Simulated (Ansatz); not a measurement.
The starting structures come from a database of crystals and need not be the phases stable at ambient conditions.

Inside the gap of an insulator the Bloch states are evanescent, with a wavenumber k + iκ along the transport direction.

Given:

```
CELL_PARAMETERS angstrom
      5.86215     0.00000     0.00000
      2.93107     6.87924     0.00000
      2.93107     0.00000     4.96854
ATOMIC_POSITIONS crystal
  Rb 0.66214 0.67572 0.00000
  Rb 0.33786 0.32428 0.00000
  Ni 0.00000 0.00000 0.00000
  Ni 0.00000 0.00000 0.50000
  Ni 0.50000 0.00000 0.50000
  S  0.72835 0.20808 0.33522
  S  0.27165 0.79192 0.66478
  S  0.06357 0.20808 0.66478
  S  0.93643 0.79192 0.33522
```

Space group of this cell: Fmmm. The cell is taken as given.

Transport runs along the normal of the first two printed cell vectors.

No gap correction and no spin-orbit coupling; mid-gap values are interpolated between computed energies.

Question: Compute, with r2SCAN (Ansatz, a program for electronic structure), the band gap and the smallest decay constant κ at mid-gap.

Answer: Gap 1.06 eV on a 6×6×6 mesh; κ = 0.242 1/Å, at (0.000, 0.500) of the in-plane reciprocal vectors. At the zone centre, at the nearest computed energy, the slowest state has κ = 0.30 1/Å.
